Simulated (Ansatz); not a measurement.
Al2Cu (I4/mcm, No. 140)

Computed with r²SCAN-D4 (Ansatz, a quantum-chemistry and plane-wave program, PAW).

Settings: plane-wave cutoff 560 eV, 14×14×14 k mesh, Fermi–Dirac smearing 0.05 eV, no spin polarisation, scalar-relativistic PAW data made under PBE.

Cell: relaxed at this level.

```yaml
equilibrium_volume_per_atom: 14.22 Å³/atom
bulk modulus B0: 118 GPa
band_gap: none
lattice_constant_a: 5.973 Å
lattice_parameter_c: 4.784 Å
pressure derivative B′ of the bulk modulus: 4.6
```

Note: the bulk modulus comes from volumes at which shape and atoms were relaxed.

Computed values are for the static lattice.
